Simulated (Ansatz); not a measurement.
Consider KI in the rock salt structure (space group Fm-3m, No. 225; a = 7.006 Å). Axes: x, y, z lie along the cube axes.

Calculations: PBEsol/PAW in Ansatz (a first-principles code), no spin-orbit coupling.

Base values:

The valence-band top at Γ is 0.00, 0.00, 0.00 eV.

Now apply this change: compressive biaxial strain of 1.67 % in the plane normal to [111], as in epitaxy on a mismatched substrate; the out-of-plane cell vector and the atoms relax.

Task: Estimate the effect on the valence-band top at Γ, energy relative to the base and ratio −ε⊥/ε∥.

Result: The valence-band top at Γ (three highest levels, from the VBM) goes from 0.00, 0.00, 0.00 eV to 0.00, 0.00, -0.10 eV; the energy grows by 1.2 meV/atom; the ratio −ε⊥/ε∥ amounts to 1.18.

Spin-orbit coupling, missing from the scalar runs, can matter with I. The levels and masses belong to the bands next to the band gap. Whether these cells are dynamically stable was not tested.
